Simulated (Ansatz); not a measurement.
The starting structures come from a database of crystals and need not be the phases stable at ambient conditions.

 Where the default PAW files enter, the runs use the earlier of Ansatz's two default sets.

The decay constant κ of evanescent states in the gap governs leakage through a thin film.

Data:

```yaml
crystal:
  lattice:
    - [3.96497, 0.00000, 0.00000]
    - [0.00000, 5.60731, 0.00000]
    - [1.98248, 2.80365, 1.98248]
  atoms:
    - { symbol: Hg, position: [0.00000, 0.00000, 0.00000] }
    - { symbol: F, position: [0.50000, 0.75000, 0.00000] }
    - { symbol: F, position: [0.50000, 0.25000, 0.00000] }
```

Space group of this cell: Fm-3m, fluorite. The cell was relaxed by PBE-D3(BJ); by r2SCAN its mean pressure is -3.1 GPa.

Transport runs along the normal of the first two printed cell vectors, the (110) plane of the conventional cell.

The gap is the functional's own. No spin-orbit coupling. Mid-gap values are interpolated on the energy grid.

### Question
Estimate the band gap and the smallest decay constant κ at mid-gap that r2SCAN run with Ansatz (a first-principles code) returns for this system.

### Answer
Gap 1.49 eV on a 16×16×16 mesh; κ = 0.221 1/Å, at the zone centre.
